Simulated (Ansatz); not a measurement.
How far PBE and r2SCAN part for TiB2, Ti → Hf

The parent structure is TiB$_{2}$ (space group P6/mmm, No. 191; a = 3.032 Å, c = 3.224 Å).

(Cell as relaxed with PBE.)

Levels (all Ansatz, a program for electronic structure, PAW, earlier PAW set): PBE (420 eV, spin-orbit coupling left out); r2SCAN (500 eV, scalar-relativistic without spin-orbit coupling).

Each level relaxes its own structure.

| base | PBE | r2SCAN |
|---|---|---|
| volume per atom | 8.56 Å³ | 8.52 Å³ |
| lattice parameter a | 3.032 Å | 3.025 Å |
| band gap | zero | zero |

Modification: Hf takes the place of Ti on all its sites, then cell and atoms are relaxed.

| quantity | PBE | r2SCAN |
|---|---|---|
| shortest interatomic distance | 1.816 Å | ? |
| c/a ratio | 1.108 | ? |
| band gap | zero | ? |

**Question.** What does r2SCAN give?

**Answer.** 
- shortest interatomic distance, r2SCAN: 1.811 Å
- c/a ratio, r2SCAN: 1.109
- band gap, r2SCAN: zero

PBE's shortest interatomic distance lies 0.005 Å above r2SCAN's (0.3 %); the two agree on the band gap. Neither level is exact; r2SCAN is the comparison here, not a measurement.

Whether these cells are dynamically stable was not tested. All final runs are without spin polarisation.
